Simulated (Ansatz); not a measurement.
Consider Fe in the bcc (W type) structure (space group Im-3m, No. 229; a = 2.865 Å; ferromagnetic).

The values are results of DFT with r2SCAN, PAW potentials and a 500 eV plane-wave cutoff in Ansatz (an electronic-structure program), no spin-orbit coupling, not measurements.

One change was made to it. Results:

The band gap is still zero; the volume per atom decreases by 1.18 Å³, from 11.75 Å³ to 10.57 Å³.

Task: Which of these changes matches the shifts?
(A) Fe → Ni
(B) Fe → Ga
(C) Fe → Sn
(D) Fe → As

Result: A, Fe → Ni. For comparison, the volume per atom in the other runs: Fe → As gives 18.82 Å³; Fe → Sn gives 26.83 Å³; Fe → Ga gives 18.16 Å³.

The magnetic state is the one reached from the starting moments; the real material's order can differ, and small cells can't hold many antiferromagnetic ones. Stability against distortions was not tested. As relaxed here, As and Ga are hypothetical phases, not in the database extracts checked. For Ni and Sn in this form, whether it has been made was not checked. This is not the structure that Ni has at room temperature and ambient pressure. This is not the structure that Sn has at room temperature and ambient pressure.
